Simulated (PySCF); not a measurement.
PySCF 2.14.0, BP86/def2-svp, df: Ag(SMe)(NH3) (C[S][Ag]<-[NH3]), 10 atoms. The geometry is a generated start, not checked to be a minimum at this level.

```
Quantity                                             Value
-------------------------  -------------------------------
task                                                energy
method                                                bp86
basis                                             def2-svp
two-electron scheme                        density fitting
mol.max_memory                                     3000 MB
mf.max_cycle                                           100
mf.conv_tol                                1e-09 (default)
mf.grids.level                                 3 (default)
effective core potentials  those of the basis set, past Kr
basis functions                                        107
grid points                                         128192
```

```xyz
10

Ag     0.0373    -0.0315     0.8816
S      1.8787     1.0474    -0.0706
C      1.6081     0.9895    -1.8882
H      1.5825    -0.0393    -2.2323
H      2.4573     1.5025    -2.3302
H      0.6898     1.5069    -2.1502
N     -1.8437    -1.1177     1.8326
H     -2.6929    -0.5805     1.6955
H     -1.7204    -1.2421     2.8326
H     -1.9967    -2.0353     1.4293
```

Charge 0 and multiplicity 1 are set for this test and not shown to be the ground state.

With the defaults (mf.DIIS = CDIIS, mf.diis = true, mf.diis_space = 8, mf.init_guess = minao, mf.diis_damp = 0) it converges in 17 Fock builds. One run each on 2 threads, 1 BLAS thread, with these changes:
- mf.diis_space = 5
- mf.diis_space = 12
- mf.init_guess = 1e
- mf.init_guess = huckel
- mf.diis_space = 20
- mf.diis = false
- mf.init_guess = atom
- mf.DIIS = EDIIS
- mf.diis_damp = 0.3

### Question
Which of these changes keep the SCF from converging, or lead it to another solution?

### Answer
No convergence: mf.DIIS = EDIIS; mf.diis = false (the run ends without SCF convergence in 100 cycles). The rest reach the solution of the defaults.

```json
[
 {"setting": "mf.init_guess = atom", "Fock builds": "15", "end": "same solution"},
 {"setting": "mf.diis_space = 20", "Fock builds": "16", "end": "same solution"},
 {"setting": "mf.init_guess = huckel", "Fock builds": "16", "end": "same solution"},
 {"setting": "mf.diis_space = 12", "Fock builds": "16", "end": "same solution"},
 {"setting": "mf.diis_damp = 0.3", "Fock builds": "16", "end": "same solution"},
 {"setting": "the defaults", "Fock builds": "17", "end": "same solution"},
 {"setting": "mf.diis_space = 5", "Fock builds": "19", "end": "same solution"},
 {"setting": "mf.init_guess = 1e", "Fock builds": "39", "end": "same solution"},
 {"setting": "mf.DIIS = EDIIS", "Fock builds": "101", "end": "no convergence"},
 {"setting": "mf.diis = false", "Fock builds": "101", "end": "no convergence"}
]
```
